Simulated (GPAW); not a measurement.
**Energy against c/a at fixed volume: hcp Be (space group 194) (GPAW, LDA)**

```
Be
1.0
    2.27399     0.00000     0.00000
   -1.13699     1.96933     0.00000
    0.00000     0.00000     3.41277
Be
2
Direct
  0.66667   0.33333   0.75000
  0.33333   0.66667   0.25000
```

Method: LDA (Perdew-Wang 92), GPAW PAW datasets LDA (gpaw-data 1.0.1) (plane waves; GPAW 25.7.0). Settings: mode = pw; ecut = 780 eV; xc = LDA; kpts = 34 34 18; mesh shift (steps) = 0 0 0; occupations.name = fermi-dirac; occupations.width = 0.05 eV; nbands = -10; convergence.density = 1e-06 e/electron; convergence.energy = 1e-06 eV/electron; symmetry.symmorphic = false; symmetry.tolerance = 0.0005; maxiter = 100. The cell above is the first row's. The rows change c/a at fixed volume. In all rows fractional positions and the k mesh are held. E is the free energy at the stated smearing, counted from the lowest row.

```csv
c/a,E (meV/atom)
1.5008,13.62
1.5164,8.53
1.5321,4.64
1.5477,1.92
1.5633,0.38
1.5790,0.00
1.5946,0.78
1.6102,2.69
1.6259,?
```

Fit E of the 8 rows that show it with a cubic. With u = c/a - 1.56, the rows have u = -0.05920, -0.04360, -0.02790, -0.01230, 0.00330, 0.01900, 0.03460, 0.05020. Least squares gives E = 0.611 - 77.19·u + 2383.2·u² - 405·u³. Residuals (row less fit): 0.003, -0.010, 0.011, -0.002, -0.002, -0.002, 0.003, -0.001; standard error 0.008 (degrees of freedom: 4). The fitted curve has its minimum at c/a = 1.58, where E = -0.02. To one more digit the minimum is at c/a = 1.576; the ideal close-packed ratio is 1.633.

Q: Estimate the missing E (c/a = 1.6259); what did the run itself give?

A: u = 0.06590, so E = 0.611 - 77.19 × 0.06590 + 2383.2 × 0.06590² - 405 × 0.06590³ = 5.758 meV/atom. The calculation gives 5.68 meV/atom, 0.078 meV/atom below the prediction (0.6 % of the range of E in the table). The row lies outside the fitted rows, so this is an extrapolation. From the scatter of the fitted rows alone, a prediction at this place has a standard error of 0.022 meV/atom, so the miss is 3.5 times that.

Carrying the step between the two nearest rows on in a straight line would have given 4.61, off by 1.07; series whose last step already gives the withheld value aren't shown. The reference cell has the volume at which an earlier scan in this program and functional put its minimum by a fit; axis ratios and inner coordinates come from a measured-size cell. The runs keep the symmetry of the cell, so they don't test it for distortions. The best c/a moves a little with volume. In metals such curves are sensitive to mesh and smearing. Cutoffs and mesh are single choices, not tested for convergence of this quantity. Series with a scatter that would blur these digits, or in which a gap closes, are not shown. Strain series were run only where this level's volume lies within 10 % of a first guess from the measured size.

Terms beyond the fitted order, or numerical noise in single rows, can give a miss of this size; the table doesn't tell which.
